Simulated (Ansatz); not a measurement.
Consider ZnSe in the zinc blende structure (space group F-43m, No. 216; a = 5.5675 Å). Axes: x, y, z lie along the cube axes.

The values are results of LDA (Ansatz, an electronic-structure program, PAW, without spin-orbit coupling), not measurements.

One thing is altered: a pure shear with ε_xy = ε_yx = 0.0171, atoms relaxed at fixed cell.

**Question.** Predict the stress tensor and what it implies for the stiffness.

**Answer.** Stress of the strained cell less that of the base (GPa, compression positive):
```
   0.02   -1.47    0.00
  -1.47    0.02    0.00
   0.00    0.00   -0.01
```

Then −Δσ/γ with γ = 2ε = 0.0342 gives secant stiffness values (nonlinear terms included at this strain): C66 ≈ 43 GPa.

No phonon test of stability was made.
